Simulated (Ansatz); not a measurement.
Base system: BAs in the zinc blende structure (space group F-43m, No. 216; a = 4.7679 Å).

Structures relaxed with DFT with PBEsol, PAW potentials and a 420 eV plane-wave cutoff in Ansatz (a first-principles code), without spin-orbit coupling.

Base:

Simulated powder pattern, Cu Kα1, λ = 1.54056 Å (kinematic, ideal powder, no thermal factors, no anomalous dispersion; the 14 strongest lines at most, above 2 %, up to 2θ = 90°):

```
2θ (°)  I/Imax (%)    hkl
------  ----------  -----
32.50          100  (111)
37.70           40  (200)
54.38           40  (220)
64.80           40  (311)
68.06          9.5  (222)
80.52          6.3  (400)
89.53           17  (331)
```

Perturbation: the cell is scaled by 1.0240 in all directions; the atoms relax in the strained cell.

After the change:

Simulated powder pattern, Cu Kα1, λ = 1.54056 Å (kinematic, ideal powder, no thermal factors, no anomalous dispersion; the 14 strongest lines at most, above 2 %, up to 2θ = 90°):

```tsv
2θ (°)	I/Imax (%)	hkl
31.72	100	(111)
36.79	40	(200)
53.01	40	(220)
63.10	40	(311)
66.26	9.7	(222)
78.26	6.3	(400)
86.90	17	(331)
89.75	13	(420)
```

The indices refer to the base's conventional cell; one index is shown for lines that coincide.

No phonon test of stability was made.
